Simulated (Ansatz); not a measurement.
Worked example: self-consistent single point of I (Cmce, 4 atoms in the cell) in Ansatz (a program for electronic structure).

Method: LDA (PW92), default PAW files made with PBE (plane waves; Ansatz).

```
I
1.0
    2.39500    -3.63500     0.00000
    2.39500     3.63500     0.00000
    0.00000     0.00000     9.79000
I
4
Direct
  0.84600   0.84600   0.88300
  0.65400   0.65400   0.38300
  0.34600   0.34600   0.61700
  0.15400   0.15400   0.11700
```

Reference input (self-consistent single point, DFT, PBE, plane waves, default PAW files): kpoints.mp_grid.grid = 3 3 2; hamiltonian.xc = pbe; hamiltonian.pseudopotentials = {kind: paw} (the program's default PAW files); scf.occupations.method = fermi_dirac; scf.occupations.width = 0.02 eV. This run's input differs from it in these lines:

Ansatz 0.2 input:
```diff
@@ -14,3 +14,3 @@
 hamiltonian:
-  xc: pbe
+  xc: lda
   pseudopotentials: { kind: paw }
```

Log, with long lists cut:

```
SCF iter   1: F=—  HF=-29423.190176 eV  |F-HF|=—  |Δ(HF+E_count)|=         —  Δρ=4.10e-3  dr2=9.50e-3  ethr=1.77e-3  ⟨swp⟩=9.5  Hψ=1623  notcnv=0
all-band conjugate gradients solve this SCF's bands
preconditioner: auto → Resta (q_TF=auto, 2.341 Å⁻¹)
SCF iter   2: F=—  HF=-29423.190825 eV  |F-HF|=—  |Δ(HF+E_count)|=   6.49e-4  Δρ=2.12e-3  dr2=3.10e-3  ethr=1.40e-5  ⟨swp⟩=2.6  Hψ=570  notcnv=0  defer=14
   [... lines left out ...]
SCF iter   4: F=—  HF=-29423.190684 eV  |F-HF|=—  |Δ(HF+E_count)|=   5.69e-5  Δρ=1.10e-4  dr2=2.77e-5  ethr=4.18e-7  ⟨swp⟩=2.9  Hψ=614  notcnv=0  defer=14
SCF iter   5: F=—  HF=-29423.190686 eV  |F-HF|=—  |Δ(HF+E_count)|=   1.94e-6  Δρ=2.83e-5  dr2=2.31e-6  ethr=4.08e-8  ⟨swp⟩=2.1  Hψ=416  notcnv=0  defer=14
SCF iter   6: F=—  HF=-29423.190686 eV  |F-HF|=—  |Δ(HF+E_count)|=   4.05e-7  Δρ=6.54e-6  dr2=1.26e-7  ethr=3.40e-9  ⟨swp⟩=3.0  Hψ=633  notcnv=0  defer=14
SCF iter   7: F=-29423.190686 eV  HF=-29423.190686 eV  |F-HF|=5.27e-9  |Δ(HF+E_count)|=   3.42e-9  Δρ=1.69e-6  dr2=8.24e-9  ethr=1.47e-10  ⟨swp⟩=10.6  Hψ=1368  notcnv=0
SCF 1 converged in 7 iterations: F = -29423.190686 eV  dr2 = 8.24e-9
Free energy (F): -29423.190686 eV
Internal energy: -29423.190686 eV  (E = F + TS)
E sigma→0 (E₀):  -29423.190686 eV
Fermi energy:    5.122916 eV
--- Forces (eV/Å), atoms counted from 1 ---
  atom   1  I     -0.14027634    -0.00000000    -0.35791613
  atom   2  I      0.14027634     0.00000000    -0.35791613
  atom   3  I     -0.14027634    -0.00000000     0.35791613
  atom   4  I      0.14027634     0.00000000     0.35791613
--- Stress (GPa, compression-positive) ---
       -2.221106       0.000000       0.000000
        0.000000      -0.490536       0.000000
        0.000000       0.000000      -2.150584
  P = ⅓ Tr σ = -1.6207 GPa (-16.207 kbar)
  The stress holds the Pulay correction. Without it, at fixed plane waves, as pw.x and ABINIT print it: P = -1.6510 GPa
```

The run converged in 7 iterations. Against the reference run the pressure goes from 1.03 to -1.62 GPa, the largest force goes from 0.489 to 0.384 eV/Å and the gap on the mesh goes from 1.269 to 1.177 eV.

The starting cell has typed, rounded lattice constants, without a prior relaxation at this level. Spin-orbit coupling is off. Ansatz's pressure includes its estimate of the finite-basis (Pulay) stress.
